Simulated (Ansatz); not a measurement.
Start from GaSb in the zinc blende structure (space group F-43m, No. 216; a = 6.1324 Å). Axes: x, y, z lie along the cube axes.

The values are results of Ansatz (a quantum-chemistry and plane-wave program), r2SCAN, PAW, cutoff 500 eV, no spin-orbit coupling, not measurements.

Base values:

| Property | Result |
|---|---|
| Pressure | 0.0 GPa |
| Volume per atom | 28.83 Å³ |
| Band gap | 0.41 eV |

Now apply this change: tensile biaxial strain of 2.49 % in the plane normal to [001], as in epitaxy on a mismatched substrate; the out-of-plane cell vector and the atoms relax.

### Question
Predict the new pressure, volume per atom and band gap.

### Answer
The pressure (mean of the normal stresses, compression positive) goes from zero to -1.4 GPa; the volume per atom rises by 0.806 Å³ to 29.63 Å³; the band gap changes from 0.41 eV to zero.

Spin-orbit coupling, missing from the scalar runs, can matter with Sb. Stability against distortions was not tested. All final runs are without spin polarisation. Gaps under 0.05 eV, about the width of the smearing, are given as zero. The zero or small gap of GaSb under biaxial strain +2.49 %, plane normal [001], relaxed out of plane can change with the level of theory.
